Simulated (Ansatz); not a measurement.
Defect migration in zinc-blende AlP: Sc-vacancy pair (Sc on one host Al site, one Al site vacant), charge state -3. Calculation: PBE, PAW (plane waves to 420 eV; Ansatz, a program for electronic structure).

64-site cell at the relaxed PBE lattice, a 2×2×2 k-point mesh shifted by half a step, smearing 0.01 eV, spin-restricted, no finite-size correction. Energies are static. The charge state is imposed; whether it is stable for some Fermi level was not computed. Forms of the defect that were not tried may lie lower.

Barriers: single points on a 3×3×3 k-point mesh shifted by half a step at the bands' geometries.

A. one Al atom jumps into the vacancy from a nearby Al site (Sc-vacancy distance between ideal sites 3.90 Å throughout); the atom moves 3.78 Å along (-0.49, 0.00, 0.49) of the unit cell; the moving atom starts with neighbours P at 2.33, 2 P at 2.40, P at 2.42 Å and ends with P at 2.33, 2 P at 2.40, P at 2.42 Å; saddle order first order.
B. one Al atom jumps into the vacancy from a nearby Al site (Sc-vacancy distance between ideal sites 3.90 → 6.75 Å); the atom moves 3.68 Å along (0.47, 0.00, -0.47) of the unit cell; the moving atom starts with neighbours P at 2.33, 2 P at 2.41, P at 2.42 Å and ends with P at 2.32, P at 2.40, 2 P at 2.42 Å; saddle order first order.

Q: Rank these by forward barrier (lowest first), as PBE, PAW gives it.

A: B (1.50 eV), A (1.70 eV)
